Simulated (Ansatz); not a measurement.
```xyz
32
Lattice="22.0000 0.0000 0.0000 0.0000 22.0000 0.0000 0.0000 0.0000 2.5126" Properties=species:S:1:pos:R:3 pbc="T T T"
B     16.4891    11.7222     1.2563
N     16.3873    12.4433     2.5126
B     15.7949    13.7678     2.5126
N     15.4249    14.3951     1.2563
B     14.3707    15.3920     1.2563
N     13.7888    15.8299     2.5126
B     12.4334    16.3476     0.0000
N     11.7282    16.5295     1.2563
B     10.2778    16.4891     1.2563
N      9.5567    16.3873     2.5126
B      8.2322    15.7949     2.5126
N      7.6049    15.4249     1.2563
B      6.6080    14.3707     1.2563
N      6.1701    13.7888     2.5126
B      5.6524    12.4334     0.0000
N      5.4705    11.7282     1.2563
B      5.5109    10.2778     1.2563
N      5.6127     9.5567     0.0000
B      6.2051     8.2322     2.5126
N      6.5751     7.6049     1.2563
B      7.6293     6.6080     1.2563
N      8.2112     6.1701     2.5126
B      9.5666     5.6524     2.5126
N     10.2718     5.4705     1.2563
B     11.7222     5.5109     1.2563
N     12.4433     5.6127     0.0000
B     13.7678     6.2051     2.5126
N     14.3951     6.5751     1.2563
B     15.3920     7.6293     1.2563
N     15.8299     8.2112     0.0000
B     16.3476     9.5666     2.5126
N     16.5295    10.2718     1.2563
```

The numbers are results of PBE (plane waves to 420 eV, PAW; Ansatz, a quantum-chemistry and plane-wave program), not measurements. Mesh 1×1×12. No spin polarisation. Periodic along z alone, with about 11 Å of vacuum beside it. An idealised model, rolled from the flat sheet. Only distortions within the start's symmetry and period were free.

**Question.** Tabulate the two highest filled and two lowest empty levels along the axis, from the valence top.

**Answer.** 
```
k (2π/c)  v2 (eV)  v1 (eV)  c1 (eV)  c2 (eV)
--------  -------  -------  -------  -------
0.000       -1.15    -0.82     4.45     4.80
0.042       -1.12    -0.79     4.49     4.81
0.083       -1.04    -0.72     4.62     4.82
0.125       -0.92    -0.61     4.83     4.84
0.167       -0.77    -0.46     4.85        –
0.208       -0.59    -0.30     4.84        –
0.250       -0.41    -0.15     4.79        –
0.292       -0.26    -0.03     4.73     4.91
0.333       -0.18     0.00     4.70     4.80
0.375       -0.21    -0.10     4.75     4.76
0.417       -0.40    -0.35     4.77     4.77
0.458       -0.73    -0.73     4.69     4.69
0.500       -0.94    -0.94     4.64     4.64
```
A dash stands for levels within 1 eV of the vacuum level or above it.
